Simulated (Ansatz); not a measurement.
**The (210) surface of fcc Pb in its 1x1 cell, outermost plane spacing 1.13 Å in the ideal cut**

The numbers are results of r2SCAN, at the PBE geometry (plane waves to 500 eV, PAW; Ansatz, a quantum-chemistry and plane-wave program), not measurements.

Slab: 10 atoms, 10.1 Å thick at the start (thin: gaps and levels are the slab's own); k 8x7x1, smearing 0.1 eV, dipole-corrected; single point; on the structure that PBE left under its start's symmetry; no spin, no spin-orbit, no U.

```
Property                                                    Result
-----------------------------------  -----------------------------
surface energy (mean of both faces)                     0.38 J/m^2
work function of the top face                              3.90 eV
cost                                 around 5 core-minutes (rough)
```
